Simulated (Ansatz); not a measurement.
CaB6-type YB6, treated with LDA (plane waves, PAW; Ansatz, a quantum-chemistry and plane-wave program).

Run with plane-wave cutoff 520 eV, 14×14×14 k mesh, Fermi–Dirac smearing 0.05 eV, scalar-relativistic PAW data made under PBE.

Cell (relaxed at this level):

```
YB6
1.0
    4.04074     0.00000     0.00000
    0.00000     4.04074     0.00000
    0.00000     0.00000     4.04074
Y B
1 6
Direct
  0.00000   0.00000   0.00000
  0.80100   0.50000   0.50000
  0.50000   0.19900   0.50000
  0.50000   0.80100   0.50000
  0.19900   0.50000   0.50000
  0.50000   0.50000   0.80100
  0.50000   0.50000   0.19900
```

**Question.** What does this level give for the bulk modulus B0 and pressure derivative B′ of the bulk modulus?

**Answer.** 
- bulk modulus B0: 186 GPa
- pressure derivative B′ of the bulk modulus: 3.6

The run finds no gap.

Note: the relaxation could not lower the start's symmetry, so the cell can be a saddle point above a distorted one; the volume lies 5 % below that of the published cell.

The computed numbers hold no vibrational or temperature effects.

It cost roughly 4 core-minutes of CPU time.
